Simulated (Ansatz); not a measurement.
Structures of equal composition on the (000-1) surface of 4H silicon carbide (C plane on top): (√3x√3)R30° Ga adatom at H3; (√3x√3)R30° Ga adatom at T4. The slabs share one bottom face, and each structure is named by its start. These are constructed structures in small cells; real faces may alloy, dewet or reconstruct in larger ones, and not all known structures of the face are among them. Slabs of about 11 Å, Fermi-Dirac smearing of 0.025 eV. Bottom of the slabs: H caps. Relaxed from the named starts with such symmetry as they have, on meshes of like density; energies extrapolated to zero smearing; spin only where a row says so; no spin-orbit coupling, no U. Brackets mark spin-polarised runs, whose order is one that fits the cell. Where a second, spin-polarised start was run, the lower counts.

Level of theory: HSE06, at the PBE geometry (plane waves to 420 eV, PAW; Ansatz, an electronic-structure program).

Task: Rank these by energy per 1x1 cell (lowest first), as HSE06, at the PBE geometry gives it.

Result: (√3x√3)R30° Ga adatom at H3 (0.000 eV), (√3x√3)R30° Ga adatom at T4 (0.207 eV)
